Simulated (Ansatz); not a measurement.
Base system: Pt in the fcc (Cu type) structure (space group Fm-3m, No. 225; a = 3.942 Å; relaxed with 0.1 eV smearing). Axes: x, y, z lie along the cube axes.

The values are results of Ansatz (a first-principles code) r2SCAN, no spin-orbit coupling, not measurements.

For the base:

- Pressure = 0.0 GPa

Modification: biaxial strain +4.02 %, plane normal [110], relaxed out of plane (Cartesian); in-plane vectors clamped, the third vector and the atoms free.

Task: How does this affect the pressure and out-of-plane strain?

Result: The pressure (mean of the normal stresses, compression positive) goes from zero to -9.2 GPa; the out-of-plane strain comes out as -3.37 %.

A biaxial case was relaxed in a doubled cell and then solved in the primitive one. Stability against distortions was not tested. All final runs are without spin polarisation. Pt lies near a magnetic instability that expansion can trigger; it was not tested.
